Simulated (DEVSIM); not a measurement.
# abrupt Ge p-n junction

Structure: abrupt Ge p-n junction, at 300 K.

```
layer (left to right)  material  thickness (μm)  Nd (cm⁻³)  Na (cm⁻³)  τn (s)  τp (s)
---------------------  --------  --------------  ---------  ---------  ------  ------
1                            Ge            97.0          -     2.5e17  7.2e-8  2.4e-6
2                            Ge            29.0     5.7e16          -  2.4e-6  2.4e-6
```

Left contact: ohmic. Right contact: ohmic. Voltage is applied to the left contact. Recombination: SRH at mid-gap, radiative. Mobility is constant in doping.

Constants are typed, rounded textbook-type inputs, not results; the design itself was drawn at random and stands for no fabricated device. Values at 300 K.

```
parameter           Ge
-------------  -------
gap (eV)         0.664
affinity (eV)        4
permittivity        16
Nc (cm⁻³)      1.04e19
Nv (cm⁻³)         6e18
μn (cm²/Vs)       3900
μp (cm²/Vs)       1900
B (cm³/s)      6.4e-14
```

Simulated with DEVSIM: 1D drift-diffusion, Boltzmann statistics, complete ionisation; no tunnelling, impact ionisation, image-force lowering or self-heating.

```
Property                                           Result
---------------------------------------------  ----------
Potential step across the device at zero bias     0.447 V
Largest field in the device at zero bias       65000 V/cm
Dark forward voltage at 1 A/cm²                   0.268 V
Dark forward voltage at 100 A/cm²                 0.405 V
```

Dark forward current:

```json
[
 {"V (V)": "0.05", "J (A/cm²)": "0.00019"},
 {"V (V)": "0.10", "J (A/cm²)": "0.0015"},
 {"V (V)": "0.15", "J (A/cm²)": "0.011"},
 {"V (V)": "0.20", "J (A/cm²)": "0.073"},
 {"V (V)": "0.25", "J (A/cm²)": "0.50"},
 {"V (V)": "0.30", "J (A/cm²)": "3.4"},
 {"V (V)": "0.35", "J (A/cm²)": "21"},
 {"V (V)": "0.40", "J (A/cm²)": "91"},
 {"V (V)": "0.45", "J (A/cm²)": "250"},
 {"V (V)": "0.50", "J (A/cm²)": "540"},
 {"V (V)": "0.55", "J (A/cm²)": "980"},
 {"V (V)": "0.60", "J (A/cm²)": "1600"},
 {"V (V)": "0.65", "J (A/cm²)": "2400"}
]
```
